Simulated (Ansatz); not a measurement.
# Hf2Al4C5, pressure series

The reference is Hf$_{2}$Al$_{4}$C$_{5}$ (space group R-3m, No. 166; a = 3.311 Å, c = 40.677 Å (hexagonal axes); a cell from a computed database, its experimental status unchecked).

Cell and atoms are relaxed at each pressure.

Calculations: PBEsol, PAW, 420 eV (Ansatz, a quantum-chemistry and plane-wave program; no spin-orbit coupling).

```json
[
 {"pressure (GPa)": "0", "volume per atom (Å³/atom)": "11.702"},
 {"pressure (GPa)": "0.3", "volume per atom (Å³/atom)": "11.684"},
 {"pressure (GPa)": "0.7", "volume per atom (Å³/atom)": "11.661"},
 {"pressure (GPa)": "1.5", "volume per atom (Å³/atom)": "11.614"},
 {"pressure (GPa)": "3", "volume per atom (Å³/atom)": "11.528"},
 {"pressure (GPa)": "5", "volume per atom (Å³/atom)": "?"},
 {"pressure (GPa)": "7.5", "volume per atom (Å³/atom)": "11.290"}
]
```

**Question.** Fit the third-order Birch–Murnaghan form P(V) = (3B₀/2)[(V₀/V)^(7/3) − (V₀/V)^(5/3)]·[1 + (3/4)(B₀′ − 4)((V₀/V)^(2/3) − 1)] (squares taken in P) to the rows shown and predict the withheld row.

**Answer.** Least squares on the printed values gives V₀ = 11.702 Å³/atom, B₀ = 194 GPa, B₀′ = 4.1; this predicts 11.419 Å³/atom, and the run gives 11.420 Å³/atom, in agreement.

Load acts through the strain it causes; cell and atoms are relaxed under it. Whether these cells are dynamically stable was not tested. Competing high-pressure phases were not computed. The final runs are not spin-polarised.
